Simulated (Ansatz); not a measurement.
A relaxation of cell and atoms of Zn6Mo (Fm-3m, 7 atoms in the cell) with Ansatz (a first-principles code).

Level of theory: LDA (PW92), default PAW files made with PBE (plane waves; Ansatz).

The change in words: atoms on their sites; basis.ecutwfc: 30.9 Ry → 15.4 Ry; relax: default → cell and atoms. Reference geometry:
```xyz
7
Lattice="0.0000 3.8252 3.8252 3.8252 0.0000 3.8252 3.8252 3.8252 0.0000" Properties=species:S:1:pos:R:3 pbc="T T T"
Zn     1.9126     1.9126     3.8252
Zn     1.9126     1.9126     0.0000
Zn     3.8252     1.9126     1.9126
Zn     0.0000     1.9126     1.9126
Zn     1.9126     3.8252     1.9126
Zn     1.9126     0.0000     1.9126
Mo     0.0000     0.0000     0.0500
```

Reference input (self-consistent single point, DFT, LDA (PW92), plane waves, default PAW files made with PBE): basis.ecutwfc = 30.9 Ry; kpoints.mp_grid.grid = 4 4 4; hamiltonian.xc = lda; hamiltonian.pseudopotentials = {kind: paw} (the program's default PAW files); scf.occupations.method = fermi_dirac; scf.occupations.width = 0.0073 Ry. This run's input differs from it in these lines:

Ansatz 0.2 input:
```diff
@@ -12,5 +12,5 @@
     - { symbol: Zn, position: [0.000000, 0.500000, 0.000000] }
-    - { symbol: Mo, position: [0.006536, 0.006536, -0.006536] }
+    - { symbol: Mo, position: [0.000000, 0.000000, 0.000000] }
 basis:
-  ecutwfc: 30.9 Ry
+  ecutwfc: 15.4 Ry
 kpoints:
@@ -22,2 +22,4 @@
   occupations: { method: fermi_dirac, width: 0.0073 Ry }
+relax:
+  cell: {}
 output:
```

Output, abridged:

```
   [... SCF lines of the steps left out ...]
relax step   1: F+E_penalty+E_count = -24288.88716544 eV  Δ(F+E_penalty+E_count) = +0.000e0 eV  max|allowed force component| = 3.336e-29 eV/Å  Δτ_max = 0.0000 Å  P = -9.766 GPa  Ω = 111.938 Å³  (8 SCF iters, dr2 threshold 1.00e-7 eV, accepted)
relax step   2: F+E_penalty+E_count = -24300.97256181 eV  Δ(F+E_penalty+E_count) = -1.209e1 eV  max|allowed force component| = 9.993e-29 eV/Å  Δτ_max = 0.0000 Å  P = +69.942 GPa  Ω = 101.406 Å³  energy of the carried Pulay correction = +1.401e1 eV  [...]
   [... lines left out ...]
relax step 119: F+E_penalty+E_count = -24289.54414413 eV  Δ(F+E_penalty+E_count) = -1.389e-1 eV  max|allowed force component| = 2.029e-29 eV/Å  Δτ_max = 0.0000 Å  P = -0.002 GPa  Ω = 98.677 Å³  energy of the carried Pulay correction = +1.386e-1 eV  [...]
relax step 120: F+E_penalty+E_count = -24289.38458159 eV  Δ(F+E_penalty+E_count) = +1.596e-1 eV  max|allowed force component| = 3.075e-29 eV/Å  Δτ_max = 0.0000 Å  P = +0.562 GPa  Ω = 98.677 Å³  stress off target by 5.62e-1 GPa  SCF on the basis [...]
basis re-selected at this cell: Δ(F+E_penalty+E_count) = +1.596e-1 eV, ΔP = +0.565 GPa vs the last step
   [... lines left out ...]
Free energy (F): -24289.384582 eV
Fermi energy:    12.126943 eV
Error: variable-cell relaxation did not converge after 120 `relax_step` rows, as none of its last 51 fresh-basis SCF(s) at a relaxed cell met both thresholds with a finite energy. The last misses `relax.cell.stress_tol`: largest allowed force component 3.07e-29 eV/Å (`relax.f_tol` 1.00e-2 eV/Å), stress off the target on the free part of the cell 5.62e-1 GPa (`relax.cell.stress_tol` 5.00e-2 GPa), F+E_penalty+E_count -24289.38458159 eV. The closest is row 34, whose structure comes with this error. Larger ratio of force or stress to its threshold at each such SCF whose figures are numbers: 169.192, 189.718, 221.765, 200.588, 142.058, 118.129, 73.455, 31.234, 52.075, 4.637, 6.224, [...]
   [... lines left out ...]
to start a new deck from the relaxed geometry:
  cell:  # Å, volume = 100.1143 Å³
    - [6.315664741073559e-32, 3.6854351828221783, 3.6854351828221783]
    - [3.6854351828221783, 5.93210735582892e-32, 3.6854351828221783]
    - [3.6854351828221783, 3.6854351828221783, 3.3235862496319147e-32]
  atoms:
    - { symbol: Zn, position: [0.5, 0.5, 0.0] }
    - { symbol: Zn, position: [2.254541244629196e-33, 2.254541244629196e-33, 0.5] }
    - { symbol: Zn, position: [0.0, 0.5, 0.5] }
    - { symbol: Zn, position: [0.5, 0.0, 0.0] }
    - { symbol: Zn, position: [0.5, 0.0, 0.5] }
    - { symbol: Zn, position: [0.0, 0.5, 0.0] }
    - { symbol: Mo, position: [-1.6738215415283528e-45, 2.0362148816264603e-45, 2.135252309416346e-45] }
```

The relaxation ended unconverged. 

The starting cell comes from a database of computed structures (which also holds hypothetical and non-ambient phases and stackings), without a prior relaxation at this level. Its lattice was rescaled by up to half a per cent. The cutoff lies below the one recommended for these files.

Cost on one core of a shared machine: roughly 90 s.
